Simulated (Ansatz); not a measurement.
Base system: BaS in the rock salt structure (space group Fm-3m, No. 225; a = 6.331 Å). Axes: x, y, z lie along the cube axes.

The values are results of plane-wave PAW DFT at the PBEsol level (Ansatz, a first-principles code, 420 eV), no spin-orbit coupling, not measurements.

Strains are applied to the cell and any free atomic positions relax; under biaxial strain the out-of-plane vector relaxes too.

One change was made to it. Results:

```json
[
 {"quantity": "pressure (mean of the normal stresses, compression positive)", "base": "0.01 GPa", "after": "-1.88 GPa"},
 {"quantity": "valence-band top at Γ (three highest levels, from the VBM)", "base": "0.00, 0.00, 0.00 eV", "after": "0.00, -0.12, -0.12 eV"},
 {"quantity": "band gap", "base": "2.04 eV", "after": "2.01 eV"},
 {"quantity": "energy relative to the base (free energy F)", "base": "0 meV/atom", "after": "+18 meV/atom"}
]
```

### Question
Name the change that was made.
(A) biaxial strain +3.00 %, plane normal [001], relaxed out of plane
(B) biaxial strain −2.50 %, plane normal [001], relaxed out of plane
(C) biaxial strain −1.50 %, plane normal [001], relaxed out of plane
(D) biaxial strain +1.00 %, plane normal [001], relaxed out of plane

### Answer
A, biaxial strain +3.00 %, plane normal [001], relaxed out of plane. For comparison, the valence-band top at Γ in the other runs: biaxial strain −2.50 %, plane normal [001], relaxed out of plane gives 0.00, 0.00, -0.13 eV; biaxial strain −1.50 %, plane normal [001], relaxed out of plane gives 0.00, 0.00, -0.07 eV; biaxial strain +1.00 %, plane normal [001], relaxed out of plane gives 0.00, -0.04, -0.04 eV.

Gaps are Kohn–Sham eigenvalue differences; semilocal functionals usually give less than the measured gap. Whether these cells are dynamically stable was not tested.
